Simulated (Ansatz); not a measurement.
Start from HgSe in the zinc blende structure (space group F-43m, No. 216).

```
HgSe
1.0
    0.00000     3.06639     3.06639
    3.06639     0.00000     3.06639
    3.06639     3.06639     0.00000
Hg Se
1 1
Direct
  0.00000   0.00000   0.00000
  0.25000   0.25000   0.25000
```

Cartesian axes are those of the cell as printed.

Calculations: PBEsol/PAW in Ansatz (an electronic-structure program), scalar-relativistic without spin-orbit coupling.

Base values:

The pressure comes out as 0.0 GPa.

The change: a pure shear with ε_xy = ε_yx = 0.0086, atoms relaxed at fixed cell.

Q: Predict the new largest internal atomic displacement.

A: The largest internal atomic displacement amounts to 0.013 Å.

Q: Estimate the effect on the energy relative to the base.

A: The energy grows by 0.6 meV/atom.

Q: How does this affect the pressure?

A: The pressure (mean of the normal stresses, compression positive) remains 0.0 GPa.

The cells carry an imposed strain or load. Stability against distortions was not tested. All final runs are without spin polarisation.
